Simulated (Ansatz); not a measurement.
The starting structures come from a database of crystals and need not be the phases stable at ambient conditions.

The decay constant κ of evanescent states in the gap governs leakage through a thin film.

Input:

```xyz
7
Lattice="6.3916 0.0000 0.0000 3.1958 6.1044 0.0021 3.1958 -1.6749 5.2758" Properties=species:S:1:pos:R:3 pbc="T T T"
W      0.0000     0.0000     0.0000
Br     5.3697     0.8289     2.0873
Br     7.4135     3.6006     3.1906
Br     8.5926     0.2109     4.0338
Br     4.1906     4.2186     1.2441
Br     2.0167     1.3502     0.4451
Br    10.7665     3.0793     4.8328
```

Space group of this cell: R-3. The cell was relaxed by PBE-D3(BJ).

Transport runs along the normal of the first two printed cell vectors, the (101) plane of the conventional cell.

The gap is the functional's own. No spin-orbit coupling. Mid-gap values are interpolated on the energy grid.

Q: State the band gap and the smallest decay constant κ at mid-gap according to r2SCAN run with Ansatz (an electronic-structure program).

A: Gap 0.93 eV on a 6×6×6 mesh; κ = 0.189 1/Å, at the zone centre.
